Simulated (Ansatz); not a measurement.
The parent structure is TiB$_{2}$ (space group P6/mmm, No. 191; relaxed with 0.1 eV smearing).

```yaml
crystal:
  lattice:
    - [3.03238, 0.00000, 0.00000]
    - [-1.51619, 2.62612, 0.00000]
    - [0.00000, 0.00000, 3.22383]
  atoms:
    - { symbol: Ti, position: [0.00000, 0.00000, 0.00000] }
    - { symbol: B, position: [0.66667, 0.33333, 0.50000] }
    - { symbol: B, position: [0.33333, 0.66667, 0.50000] }
```

Cartesian axes are those of the cell as printed.

Method: PBE/PAW in Ansatz (an electronic-structure program), no spin-orbit coupling.

Base values:

```
Property          Result
---------------  -------
Volume per atom  8.56 Å³
```

One thing is altered: compressive biaxial strain of 0.50 % in the plane normal to [001], as in epitaxy on a mismatched substrate; the out-of-plane cell vector and the atoms relax.

### Question
What happens to the volume per atom?

### Answer
The volume per atom decreases by 0.07 Å³ (8.56 Å³ → 8.49 Å³).

Stability against distortions was not tested. The final runs are not spin-polarised.
